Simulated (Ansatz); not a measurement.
The reference is ZrN in the rock salt structure (space group Fm-3m, No. 225; a = 4.5523 Å). Axes: x, y, z lie along the cube axes.

The values are results of Kohn–Sham DFT with the PBEsol functional, run in Ansatz (a first-principles code) with PAW and 420 eV plane waves, scalar-relativistic without spin-orbit coupling, not measurements.

Before the change:

| Item | Result |
|---|---|
| Volume per atom | 11.79 Å³ |
| Pressure | 0.0 GPa |

Modification: biaxial strain −4.90 %, plane normal [110], relaxed out of plane (Cartesian); in-plane vectors clamped, the third vector and the atoms free.

Q: How does this affect the volume per atom, pressure and energy relative to the base?

A: The volume per atom falls by 0.71 Å³ to 11.08 Å³; the pressure (mean of the normal stresses, compression positive) goes from zero to 20.4 GPa; the energy rises by 103 meV/atom.

Without a gap, meshes like the base's 18×18×18 leave anisotropic stresses uncertain by several tenths of a GPa, and small strain energies with them. Whether these cells are dynamically stable was not tested. All final runs are without spin polarisation. An odd electron count without spin: ZrN.
